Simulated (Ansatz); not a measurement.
## PtAu (model structure, Pm-3m, No. 221, 2 atoms in the cell): properties by level of theory

| level (code) | equilibrium lattice constant a (Å) | bulk modulus B0 (GPa) |
|---|---|---|
| LDA (Ansatz) | 3.153 | 242 |
| PBE (Ansatz) | [?] | 186 |
| PBEsol (Ansatz) | [?] | 221 |

**Question.** Some entries are withheld; supply them.

**Answer.** 
- PBE (Ansatz, a quantum-chemistry and plane-wave program), equilibrium lattice constant a (Å): 3.226
- PBEsol (Ansatz), equilibrium lattice constant a (Å): 3.176

Caveats: the bulk modulus is −V dP/dV from two relaxed cells at ±2 % in volume (LDA, PBE, PBEsol). Ansatz's density-functional and Hartree–Fock values are scalar-relativistic unless marked +SOC, with PAW data made under PBE.

Static lattice: no zero-point or thermal effects.

A model structure was made by putting elements into a prototype or built by hand; it is no filed structure, need not be a known phase, and can be a saddle point held by its symmetry.
